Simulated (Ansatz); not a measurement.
Si in the diamond structure (space group Fd-3m, No. 227)

Si has the cubic space group Fd-3m, origin choice 1 (No. 227), the diamond structure, Pearson symbol cF8. Lattice parameters: a = b = c = 5.4338 Å, α = β = γ = 90.00°. Si on 8b sees 4 Si at 2.353 Å (tetrahedral). (Neighbours: up to the widest gap in distance over summed covalent radii, below 1.35, at either atom.)
(The calculation used a cell of 2 atoms; values per cell refer to that cell.)

Computed with PBEsol/PAW in Ansatz (a program for electronic structure), no spin-orbit coupling. Γ-centred 11×11×11 mesh, Fermi–Dirac width 0.05 eV.

Volume per atom: 20.05 Å³
Density: 2.33 g/cm³
Band gap: 0.47 eV, indirect, Γ → Γ–X (87 % along)
Electron mass: 0.93 mₑ along k, 0.19 mₑ across
Hole mass (degenerate bands, along [100]): 0.17, 0.26, 0.26 mₑ
Lowest conduction-band minima above the VBM: a point along ⟨100⟩, about 1.0 Å⁻¹ from Γ 0.47 eV; L along ⟨111⟩ 1.46 eV
Total energy: -621.492 eV/atom (σ→0; compares only within this code and set-up)

Effective masses come from finite differences of ±0.01 Å⁻¹. Along k means along the line from Γ to the band edge. No phonon test of stability was made.
